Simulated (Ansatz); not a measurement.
Checking a run of Ansatz (a first-principles code) on LiRh3 (P1, 4 atoms in the cell). The aim is a self-consistent single point with DFT, LDA (PW92), plane waves, default PAW files made with PBE.

Cell that was meant: a = 4.6769 Å, b = 4.6769 Å, c = 4.6769 Å, α = 132.36°, β = 132.36°, γ = 69.65°.

Part of the input:

Ansatz 0.2 input:
```yaml
    kind: paw
scf:
  occupations:
    method: fixed
output:
  forces: true
  eigenvalues: true
```

The program printed (abridged):

```
WARN basis.ecutwfc = 420 eV, the default
WARN ansatz: RAYON_NUM_THREADS=1 ignored (pool sized by the plan → 1); use --threads N
   [... lines left out ...]
k-points: 324 of 640 (time reversal used)
PAW frozen core: Rh, regenerated for the run's functional, and the local potential with it
Initial density: superposition of atomic densities (neutral atoms: chi_scale 0, normalization atom), corrected by the library's trained network
Initial wavefunctions: pseudopotential atomic-orbital guess
Eigensolver: davidson
Functional: x = slater, c = lda
SCF iter   1: F=—  HF=-19037.292524 eV  |F-HF|=—  |Δ(HF+E_count)|=         —  Δρ=1.88e-2  dr2=1.98e-1  ethr=1.77e-3  ⟨swp⟩=4.3  Hψ=33190  notcnv=0  defer=1075
all-band conjugate gradients solve this SCF's bands
   [... lines left out ...]
WARN: the bands overlap at the fill by count (27 filled at each k-point of a channel) …
SCF 1 converged in 10 iterations: F = -19037.258192 eV  dr2 = 3.42e-8
Free energy (F): -19037.258192 eV
Internal energy: -19037.258192 eV  (E = F + TS)
E sigma→0 (E₀):  -19037.258192 eV
Fermi energy:    17.175747 eV
--- Forces (eV/Å), atoms counted from 1 ---
  atom   1  Li    -0.10546432     0.14700772    -0.05743408
  atom   2  Rh    -0.01443016     0.06010266     0.25726247
  atom   3  Rh     0.07836353    -0.18614783     0.42196899
  atom   4  Rh     0.04152669    -0.02095837    -0.62159401
--- Stress (GPa, compression-positive) ---
      -13.782694      -0.137339       0.005201
       -0.137339     -13.793438      -0.448372
        0.005201      -0.448370     -14.868015
  P = ⅓ Tr σ = -14.1480 GPa (-141.480 kbar)
  The stress holds the Pulay correction. Without it, at fixed plane waves, as pw.x and ABINIT print it: P = -14.2105 GPa
```

### Question
Can these results be used? Check the input.

### Answer
The run is not sound. The fault is fixed (insulator-type) occupations in a metal. Fixed occupations assume a gap. Where bands overlap, the filling has to be decided k-point by k-point from a Fermi level. To fix it, use a smearing (or tetrahedra) with enough empty bands. The run converged in 10 iterations without an error; against the sound input the free energy goes up by 65.3 meV/atom, the pressure goes from -15.24 to -14.15 GPa and the largest force goes from 0.738 to 0.623 eV/Å. The full log also holds (shortened here): “WARN: iter 1: σ=0 fill of 27 bands saw a band overlap (occupied 17.2620 eV > unoccupied 15.9676 eV) — on an unconverged iterate often a transient of an (band_overlap_at_count)”.

An input that runs soundly differs in these lines (not the only fix; some lines may just follow from the change or write a value another way):
```diff
-    method: fixed
+    method: cold
+    width: 0.0037 Ry
```

With that input, the run converged in 7 iterations: free energy E − TS (on the zero of these files) -19037.5195 eV; Fermi level (on the code's own zero) 16.54 eV; pressure -15.24 GPa; largest force (vector length) 0.738 eV/Å (DFT, LDA (PW92), plane waves, default PAW files made with PBE).

On the sound input: the starting cell comes from a database of computed structures (which also holds hypothetical and non-ambient phases and stackings), without a prior relaxation at this level. Its atoms were displaced at random from the sites of space group no. 139. Spin polarisation is off. With a pressure of about -15 GPa the cell is away from its equilibrium volume at this level. Ansatz's pressure includes its estimate of the finite-basis (Pulay) stress.
